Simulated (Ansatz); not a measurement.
Consider the following.

```yaml
crystal:
  lattice:
    - [-2.99061, 2.99061, 5.64915]
    - [2.99061, -2.99061, 5.64915]
    - [2.99061, 2.99061, -5.64915]
  atoms:
    - { symbol: Cd, position: [0.75000, 0.25000, 0.50000] }
    - { symbol: Cd, position: [0.00000, 0.00000, 0.00000] }
    - { symbol: Ge, position: [0.25000, 0.75000, 0.50000] }
    - { symbol: Ge, position: [0.50000, 0.50000, 0.00000] }
    - { symbol: As, position: [0.15226, 0.12500, 0.52726] }
    - { symbol: As, position: [0.59774, 0.62500, 0.47274] }
    - { symbol: As, position: [0.37500, 0.84774, 0.97274] }
    - { symbol: As, position: [0.87500, 0.40226, 0.02726] }
```

No spin polarisation.

1.41 holes added to each cell, a density of 7.0×10^21 cm⁻³, with a uniform compensating background at fixed cell and a 300 K Fermi–Dirac width.

Level of theory: r2SCAN, PAW, 500 eV (Ansatz, a first-principles code; no SOC). Settings: 11×11×11 k-points, 0.0259 eV Fermi–Dirac smearing.

Q: What is the computed gap character?

A: Direct at Γ.

Q: What is the computed gap between the host's bands?

A: 0.15 eV.

Q: What Fermi level relative to the doped band's edge (positive inside the band; to 0.05 eV) does the calculation give?

A: +0.70 eV.

Charged cell with a jellium background: band edges are those of the host's band count, energies are not comparable with the neutral cell, and many-body gap narrowing is missing. No phonon test of stability was made. The cell was made from CdGeAs₂ in the chalcopyrite structure (space group I-42d, No. 122) by this change: holes 7.0×10^21 cm⁻³.
